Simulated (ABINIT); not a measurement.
Pressure against volume in zinc-blende MgTe (space group 216) (ABINIT, PBE)

```yaml
crystal:
  lattice:
    - [0.00000, 3.15292, 3.15292]
    - [3.15292, 0.00000, 3.15292]
    - [3.15292, 3.15292, 0.00000]
  atoms:
    - { symbol: Mg, position: [0.00000, 0.00000, 0.00000] }
    - { symbol: Te, position: [0.75000, 0.75000, 0.75000] }
```

Computed with PBE, norm-conserving pseudopotentials (PseudoDojo nc-sr-05 PBE standard) (plane waves; ABINIT). Settings: pseudos = [Mg.upf, Te.upf]; ecut = 110 Ry; occopt = 3; tsmear = 0.01 eV; ngkpt = 9 9 9; nshiftk = 1; shiftk = 0 0 0; potentials = PseudoDojo nc-sr-05 PBE standard; nband = 18; kptopt = 1; nstep = 100; tolvrs = 1e-12. The cell above is the first row's. The rows scale it uniformly. In all rows fractional positions and the k mesh are held.

| V (Å^3/atom) | P (GPa) |
|---|---|
| 31.343 | 3.94 |
| 32.024 | 2.92 |
| 32.706 | 1.99 |
| 33.387 | 1.16 |
| 34.068 | 0.41 |
| 34.750 | -0.27 |
| 35.431 | -0.88 |
| 36.113 | -1.43 |
| 36.794 | ? |

Q: Fit P against V with a cubic, and predict the withheld value at V = 36.794.

A: With u = V - 33.7, the rows have u = -2.3570, -1.6760, -0.9940, -0.3130, 0.3680, 1.0500, 1.7310, 2.4130. Least squares gives P = 0.804 - 1.1072·u + 0.08500·u² - 0.00413·u³. Residuals (row less fit): 0.000, 0.002, -0.003, 0.001, 0.002, 0.000, -0.001, 0.001; standard error 0.002 (degrees of freedom: 4). The fitted pressure is zero at V0 = 34.47, where dP/dV = -0.9837, so B0 = -V0·dP/dV = 33.9 GPa. At the withheld row, u = 3.0940, so P = 0.804 - 1.1072 × 3.0940 + 0.08500 × 3.0940² - 0.00413 × 3.0940³ = -1.930 GPa. The calculation gives -1.93 GPa, which the fit meets to the printed digits. The row lies outside the fitted rows, so this is an extrapolation. From the scatter of the fitted rows alone, a prediction at this place has a standard error of 0.006 GPa, so the miss is 0.0 times that.

Carrying the step between the two nearest rows on in a straight line would have given -1.98, off by 0.05; series whose last step already gives the withheld value aren't shown. The scan was laid around a cell of about the measured size, scaled by a guess for this functional. This is a metastable polymorph. The runs keep the symmetry of the cell, so they don't test it for distortions. The PBE file for Te was generated anew from PseudoDojo's inputs, some of which were changed. Spin-orbit coupling is off. Cutoffs and mesh are single choices, not tested for convergence of this quantity. Series with a scatter that would blur these digits, or in which a gap closes, are not shown.
